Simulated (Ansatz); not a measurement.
# CuAu, pressure series

Consider CuAu (space group P4/mmm, No. 123; a = 2.882 Å, c = 3.615 Å).

Cell and atoms are relaxed at each pressure.

Computed with plane-wave PAW DFT at the PBE level (Ansatz, a first-principles code, 420 eV), without spin-orbit coupling.

Candidates:
(a) pressure 30 GPa
(b) pressure −2 GPa
(c) pressure 15 GPa

For the base:

The c/a ratio is 1.254.

Task: Order them by c/a ratio, highest first.

Result: (b) pressure −2 GPa (1.259), (c) pressure 15 GPa (1.237), (a) pressure 30 GPa (1.219)

Load acts through the strain it causes; cell and atoms are relaxed under it. Whether these cells are dynamically stable was not tested. Competing high-pressure phases were not computed. The final runs are not spin-polarised.
